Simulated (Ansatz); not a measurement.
Defect: interstitial Zn in zinc-blende ZnS, charge state +2. The step: one Zn atom jumps by itself; the atom moves 3.84 Å along (0.00, -0.50, -0.50) of the unit cell; the moving atom starts with neighbours 4 S at 2.35; 6 Zn at 2.89 Å and ends with 4 S at 2.35; 6 Zn at 2.89 Å. DFT values are from Ansatz (plane-wave PAW, 420 eV unless said) in a cell of 64 host sites, spin-restricted, static, with no finite-size correction. The charge state is imposed; whether it is stable for some Fermi level was not computed. Sites that were not tried may lie lower. For the PBE band: the saddle point's order was not checked, and it lies on a symmetry element of the cell, where a band can be held.

```
Level                                                              Forward barrier (eV)  Cost of the band or of the saddle's single point
-----------------------------------------------------------------  --------------------  ------------------------------------------------
CHGNet universal potential (has no charge state), its own band                     0.04                                                 -
PBE, the Γ point alone, band relaxed                                               0.65                    around 29 core-minutes (rough)
PBE, a 2×2×2 k-point mesh shifted by half a step, same geometries                  0.62                     around 6 core-minutes (rough)
r2SCAN at 500 eV, the Γ point alone, same geometries                               0.76           about 2.4 core-minutes (a rough figure)
```

Ansatz is a program for electronic structure.
